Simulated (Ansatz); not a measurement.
# MgO (P6₃/mmc, No. 194, 4 atoms in the cell; start mp-1065577; a measured phase of this formula has another space group): smallest direct gap on the k points sampled by level of theory

No measured value is used here.

| level (code) | value (eV) | cell (Å³/atom) |
|---|---|---|
| LDA (Ansatz) | 3.49 | 10.67 |
| PBEsol (Ansatz) | 3.27 | 11.09 |
| r²SCAN (Ansatz) | 4.09 | 11.00 |
| r²SCAN+rVV10 (Ansatz) | 4.05 | 10.93 |
| G0W0@PBEsol (Ansatz) | 5.99 | 11.09 |

Computed values are for a static lattice.  Values are at the level's own relaxed cell; G0W0@PBEsol at the PBEsol cell. Cutoffs differ between the levels. Ansatz's density-functional and Hartree–Fock values are scalar-relativistic unless marked +SOC, with PAW data made under PBE.

A start named mp-… is a Materials Project structure, which need not be a measured phase.

Ansatz is a quantum-chemistry and plane-wave program.
